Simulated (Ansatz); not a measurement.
# TlBr: element substitutions

Base system: TlBr (space group Cmcm, No. 63; a = 4.3392 Å, b = 12.1541 Å, c = 4.8687 Å; a cell from a computed database, its experimental status unchecked).

Each row replaces one element on all its sites; cell and atoms are relaxed.

Computed with PBEsol, PAW, 420 eV (Ansatz, a quantum-chemistry and plane-wave program; no SOC), earlier PAW set.

```json
[
 {"change": "base", "band gap": "1.86 eV", "shortest interatomic distance": "3.092 Å"},
 {"change": "Br → Cl", "band gap": "2.18 eV", "shortest interatomic distance": "2.945 Å"},
 {"change": "Br → I", "band gap": "1.88 eV", "shortest interatomic distance": "3.287 Å"},
 {"change": "Tl → Au", "band gap": "zero", "shortest interatomic distance": "2.774 Å"}
]
```

Spin-orbit coupling, missing from the scalar runs, can matter with I and Tl. Stability against distortions was not tested. As relaxed here, AuBr is a hypothetical phase, not in the database extracts checked. For TlCl in this form, whether it has been made was not checked. No Hubbard U is applied, and correlation can decide whether such a compound is a metal. The final runs are not spin-polarised. This is not the structure that TlCl has at room temperature and ambient pressure. This is not the structure that TlBr has at room temperature and ambient pressure.
